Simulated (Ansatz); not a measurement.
**A computed series for hypothetical wurtzite InSb: pressure series**

The reference is InSb in the wurtzite structure (space group P6_3mc, No. 186; a = 4.5969 Å, c = 7.5648 Å; a hypothetical phase, not in the database extracts checked).

Cell and atoms are relaxed at each pressure.

All numbers come from PBEsol (Ansatz, an electronic-structure program, PAW, spin-orbit coupling left out).

**Question.** Only one of these has a band gap. Which?
A) pressure 0.7 GPa
B) pressure 5 GPa
C) pressure −1 GPa
D) pressure 0.3 GPa
E) pressure 1.5 GPa

**Answer.** B, pressure 5 GPa. Computed: pressure 0.3 GPa: zero; pressure 5 GPa: 0.19 eV; pressure 1.5 GPa: zero; pressure −1 GPa: zero; pressure 0.7 GPa: zero

Spin-orbit coupling, missing from the scalar runs, can matter with Sb. Load acts through the strain it causes; cell and atoms are relaxed under it. Whether these cells are dynamically stable was not tested. Competing high-pressure phases were not computed. All final runs are without spin polarisation. A zero or small gap of InSb can be the functional's error rather than a property of the material.
